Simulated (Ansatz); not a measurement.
BeS (model structure, from the rocksalt type, Fm-3m, No. 225), treated with PBEsol (Ansatz, a first-principles code, PAW).

Settings: plane-wave cutoff 520 eV, 12×12×12 k mesh, Fermi–Dirac smearing 0.01 eV, scalar-relativistic PAW data made under PBE.

The cell is the one relaxed with PBEsol. Conventional cell: a = 4.5898 Å, b = 4.5898 Å, c = 4.5898 Å, α = 90.00°, β = 90.00°, γ = 90.00°.

```xyz
2
Lattice="0.0000 2.2949 2.2949 2.2949 0.0000 2.2949 2.2949 2.2949 0.0000" Properties=species:S:1:pos:R:3 pbc="T T T"
S      0.0000     0.0000     0.0000
Be     2.2949     2.2949     2.2949
```

List the 5 lowest band energies at Γ above −25 eV (eV, relative to the valence band maximum), grouping those that round alike.

At Γ: -15.38, -0.32 (×3), 5.54.

Note: the cell keeps the symmetry of its start, so it can be a saddle point.

A model structure was made by putting elements into a prototype or built by hand; it is no filed structure, need not be a known phase, and can be a saddle point held by its symmetry.
